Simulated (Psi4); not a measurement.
Psi4 1.11, unrestricted TPSS/def2-svp: 1,3-disilacyclobutane anion (C1[SiH2]C[SiH2]1), charge -1, multiplicity 2, 12 atoms. The geometry is a generated start, not checked to be a minimum at this level.

```json
{
  "task": "energy",
  "method": "tpss",
  "basis": "def2-svp",
  "memory": "3 GB",
  "maxiter": "100",
  "keys_of_the_molecule_block": "symmetry c1",
  "scf_type": "df (default)",
  "diis_max_vecs": "10 (default)",
  "e_convergence": "1e-06 (default)",
  "d_convergence": "1e-06 (default)",
  "dft_radial_points": "75 (default)",
  "dft_spherical_points": "302 (default)",
  "basis_functions": "104",
  "grid_points": "256239"
}
```

```xyz
12

C      0.2625     0.3534     1.2529
Si     1.3465    -0.2460    -0.2141
C     -0.2682    -0.3921    -1.2401
Si    -1.3420     0.2780     0.2030
H      0.5139     1.3393     1.6357
H      0.2646    -0.3159     2.1103
H      2.2896     0.7588    -0.7139
H      2.0557    -1.5087     0.0134
H     -0.2912     0.2062    -2.1479
H     -0.5138    -1.4087    -1.5408
H     -1.9529     1.5848    -0.0565
H     -2.3647    -0.6491     0.6980
```

Charge -1 and multiplicity 2 are set for this test and not shown to be the ground state.

With the defaults (diis = true, scf_initial_accelerator = adiis, damping_percentage = 0, guess = auto, which took SAD, diis_start = 1, level_shift = 0, level_shift_cutoff = 0.01) it converges in 9 SCF iterations. One run each on 2 threads, with these changes:
- diis = false, scf_initial_accelerator = none, damping_percentage = 60
- damping_percentage = 20
- guess = gwh
- damping_percentage = 60
- level_shift = 0.1, level_shift_cutoff = 0.001
- level_shift = 0.5, level_shift_cutoff = 0.001
- guess = core
- diis_start = 4
- guess = modhuckel

**Question.** Name the settings that don't reach the solution of the defaults.

**Answer.** No convergence: diis = false, scf_initial_accelerator = none, damping_percentage = 60 (the run ends without SCF convergence in 100 iterations). The rest reach the solution of the defaults.

| setting | SCF iterations | end |
|---|---|---|
| the defaults | 9 | same solution |
| level_shift = 0.1, level_shift_cutoff = 0.001 | 9 | same solution |
| level_shift = 0.5, level_shift_cutoff = 0.001 | 9 | same solution |
| guess = modhuckel | 10 | same solution |
| guess = gwh | 12 | same solution |
| guess = core | 13 | same solution |
| diis_start = 4 | 15 | same solution |
| damping_percentage = 20 | 21 | same solution |
| damping_percentage = 60 | 74 | same solution |
| diis = false, scf_initial_accelerator = none, damping_percentage = 60 | 100 | no convergence |
